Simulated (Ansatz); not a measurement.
**Refining one setting for Ba3In2MoO9 (P-3m1, 15 atoms in the cell)**

```
Ba3In2MoO9
1.0
    5.95777     0.00000     0.00000
   -2.97889     5.15958     0.00000
    0.00000     0.00000     7.31994
Ba In Mo O
3 2 1 9
Direct
  0.00000   0.00000   0.50000
  0.66667   0.33333   0.81670
  0.33333   0.66667   0.18330
  0.66667   0.33333   0.33444
  0.33333   0.66667   0.66556
  0.00000   0.00000   0.00000
  0.68850   0.84425   0.84720
  0.31150   0.15575   0.15280
  0.15575   0.84425   0.84720
  0.84425   0.15575   0.15280
  0.15575   0.31150   0.84720
  0.84425   0.68850   0.15280
  0.00000   0.50000   0.50000
  0.50000   0.50000   0.50000
  0.50000   0.00000   0.50000
```

Method of the run: PBEsol, default PAW files made with PBE (plane waves; Ansatz, an electronic-structure program).

The starting cell comes from a database of computed structures (which also holds hypothetical and non-ambient phases and stackings), without a prior relaxation at this level. In the base run, with a pressure of about -7 GPa the cell is away from its equilibrium volume at this level. Ansatz's pressure includes its estimate of the finite-basis (Pulay) stress.

Held fixed: hamiltonian.xc = pbesol; hamiltonian.pseudopotentials = {kind: paw} (the program's default PAW files); scf.occupations.method = fixed.

ΔF is the free energy per atom less that of the last row (16 16 11).

| kpoints.mp_grid.grid | ΔF (meV/atom) | pressure (GPa) | largest force (eV/Å) | gap on the mesh (eV) | k-points | iterations |
|---|---|---|---|---|---|---|
| 1 1 1 | 455.8 | -2.32 | 1.299 | 1.216 | 1 | 9 |
| 2 2 1 | 24.9 | -6.89 | 0.554 | 1.661 | 2 | 8 |
| 2 2 2 | 15.0 | -7.13 | 0.621 | 1.617 | 4 | 8 |
| 5 5 4 | 0.02 | -7.23 | 0.602 | 1.661 | 17 | 8 |
| 6 6 5 | -0.01 | -7.23 | 0.601 | 1.645 | 27 | 8 |
| 7 7 5 | -0.01 | -7.23 | 0.601 | 1.652 | 32 | 8 |
| 9 9 6 | 0.00 | -7.23 | 0.601 | 1.648 | 62 | 8 |
| 10 10 7 | 0.00 | -7.23 | 0.601 | 1.644 | 80 | 8 |
| 13 13 9 | 0.00 | -7.23 | 0.601 | 1.645 | 161 | 8 |
| 16 16 11 | 0.00 | -7.23 | 0.601 | 1.643 | 285 | 8 |

Pressure within 0.2 GPa of the last row: from kpoints.mp_grid.grid = 2 2 2 on; the one before it is off by 0.34 GPa. The value it settles on is -7.2 GPa at this level of theory and with the other settings as held.

Largest force within 0.005 eV/Å of the last row: from kpoints.mp_grid.grid = 5 5 4 on; the one before it is off by 0.019 eV/Å. The value it settles on is 0.601 eV/Å at this level of theory and with the other settings as held.

The gap is read on the k-point mesh of the run and can differ from the gap over the whole zone at this level.

Keys are those of Ansatz 0.2.
